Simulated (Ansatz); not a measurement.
The starting structures come from a database of crystals and need not be the phases stable at ambient conditions.

 Where the default PAW files enter, the runs use the earlier of Ansatz's two default sets.

Input:

```
CELL_PARAMETERS angstrom
      4.22147     0.00000     0.00000
     -2.11074     3.65590     0.00000
      0.00000     0.00000     6.81672
ATOMIC_POSITIONS crystal
  Mg 0.66667 0.33333 0.49831
  Mg 0.33333 0.66667 0.99831
  Se 0.66667 0.33333 0.87669
  Se 0.33333 0.66667 0.37669
```

Space group of this cell: P6_3mc, wurtzite. The cell is taken as given.

Level of theory: r2SCAN (plane waves, PAW; Ansatz, a program for electronic structure).

The current runs along the normal of the first two printed vectors; no spin-orbit coupling. Scaled by the factor s: all lengths (ions clamped). Meshes 12×12×6 and 12×12 across the current in all rows.

```json
[
 {"s": "0.98", "mean pressure (GPa)": "3.4", "slowest mid-gap decay constant κ (1/Å)": "0.218"},
 {"s": "1.00", "mean pressure (GPa)": "0.0", "slowest mid-gap decay constant κ (1/Å)": "0.209"},
 {"s": "1.02", "mean pressure (GPa)": "-2.6", "slowest mid-gap decay constant κ (1/Å)": "?"}
]
```

Problem. Take the slope of the slowest mid-gap decay constant κ against ln s from the two given rows, extrapolate to s = 1.02, and say what the run there gives.

Solution. Slope = (0.218 − 0.209) / ln 0.98 = -0.445 1/Å. The line gives 0.209 + (-0.445) × ln 1.02 = 0.200 1/Å. The run gives 0.200 1/Å, as the line does.
